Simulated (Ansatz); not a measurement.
System: spinel Na₂WO₄. Method: PBEsol (Ansatz, a program for electronic structure, plane waves, PAW).

Numerical settings: plane-wave cutoff 500 eV, 8×8×8 k mesh, gaussian smearing 0.02 eV, no spin polarisation, scalar-relativistic PAW data made under PBE.

Cell (relaxed at this level):

```
CELL_PARAMETERS angstrom
      0.00000     4.55501     4.55501
      4.55501     0.00000     4.55501
      4.55501     4.55501     0.00000
ATOMIC_POSITIONS crystal
  Na 0.12500 0.62500 0.62500
  Na 0.62500 0.62500 0.12500
  Na 0.62500 0.12500 0.62500
  Na 0.62500 0.62500 0.62500
  W  0.25000 0.25000 0.25000
  W  0.00000 0.00000 0.00000
  O  0.91017 0.36328 0.36328
  O  0.88672 0.88672 0.33983
  O  0.36328 0.91017 0.36328
  O  0.88672 0.88672 0.88672
  O  0.36328 0.36328 0.36328
  O  0.88672 0.33983 0.88672
  O  0.36328 0.36328 0.91017
  O  0.33983 0.88672 0.88672
```

Problem. Predict the band gap.

Solution. 
- band gap = 4.98 eV (on the SCF k mesh)

Spin–orbit coupling is not included.

Computed values are for the static lattice.

Computing time: very roughly 3 core-minutes.
